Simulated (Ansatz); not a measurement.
**Ir: strain tensor (xx, yy, zz, yz, xz, xy) = (−1.15, −0.75, −0.54, −0.27, −0.32, −0.91) %**

Base system: Ir in the fcc (Cu type) structure (space group Fm-3m, No. 225; a = 3.844 Å). Axes: x, y, z lie along the cube axes.

One thing is altered: the symmetric strain tensor [-0.0115 -0.0090 -0.0032; -0.0090 -0.0075 -0.0027; -0.0032 -0.0027 -0.0054]; the atoms relax in the strained cell.

Calculations: r2SCAN, PAW, 500 eV (Ansatz, an electronic-structure program; no spin-orbit coupling). k-mesh 21×21×21 (Γ-centred); smearing 0.05 eV (Fermi–Dirac).

| quantity | base | changed | shift |
|---|---|---|---|
| volume per atom | 14.20 Å³ | 13.86 Å³ | -0.345 Å³ |
| energy relative to the base (free energy F) | 0 meV/atom | +16 meV/atom | +16 meV/atom |
| pressure (mean of the normal stresses, compression positive) | 0.0 GPa | 10.1 GPa | +10.1 GPa |
| band gap | zero | zero | – |
| stress (xx, yy, zz, yz, xz, xy; compression positive) (rough) | – | (11.6, 9.9, 8.7, 1.6, 1.9, 5.5) GPa | – |

Without a gap, meshes like the base's 21×21×21 leave anisotropic stresses uncertain by several tenths of a GPa, and small strain energies with them. Stability against distortions was not tested. All final runs are without spin polarisation.
